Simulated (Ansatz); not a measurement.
Data:

```
CELL_PARAMETERS angstrom
      2.93591     0.00000     0.00000
     -1.46796     2.54258     0.00000
      0.00000     0.00000     4.56085
ATOMIC_POSITIONS crystal
  Ti 0.33333 0.66667 0.75000
  Ti 0.66667 0.33333 0.25000
```

No spin polarisation.

All numbers come from plane-wave PAW DFT at the r2SCAN level (Ansatz, a program for electronic structure, 500 eV), no SOC. Γ-centred 18×18×10 mesh, Fermi–Dirac width 0.05 eV.

Question: What pressure (mean of the normal stresses, compression positive) does the calculation give?

Answer: 2.0 GPa.

Question: Estimate the band gap.

Answer: Zero.

The cells carry an imposed strain or load. No phonon test of stability was made. All final runs are without spin polarisation. The cell was made from Ti in the hcp (Mg type) structure (space group P6_3/mmc, No. 194) by this change: uniaxial strain ε_zz = −1.63 %.
